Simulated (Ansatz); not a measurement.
Base system: HfS₂ in the CdI2 type structure (space group P-3m1, No. 164; a = 3.606 Å, c = 5.768 Å; layered, stacked along the Cartesian z axis). Axes: x lies along a and z along c of the hexagonal cell.

Method: PBE-D3(BJ) (Ansatz, a quantum-chemistry and plane-wave program), without spin-orbit coupling.

Strains are applied to the cell and any free atomic positions relax; under biaxial strain the out-of-plane vector relaxes too.

One change was made to it. Results:

| quantity | base | after |
|---|---|---|
| band gap | 0.85 eV | 0.93 eV |
| valence-band top at Γ (three highest levels, from the VBM) | – | 0.00, -0.30, -0.30 eV |
| smallest direct gap | 1.81 eV | 1.75 eV |

Question: Which change produced these results?
(A) biaxial strain +2.50 %, plane normal [001], relaxed out of plane
(B) biaxial strain −2.00 %, plane normal [001], relaxed out of plane
(C) biaxial strain +1.50 %, plane normal [001], relaxed out of plane

Answer: C, biaxial strain +1.50 %, plane normal [001], relaxed out of plane. For comparison, the band gap in the other runs: biaxial strain −2.00 %, plane normal [001], relaxed out of plane gives 0.72 eV; biaxial strain +2.50 %, plane normal [001], relaxed out of plane gives 0.98 eV.

With Hf present, leaving out spin-orbit coupling can change the band edges. No phonon test of stability was made.
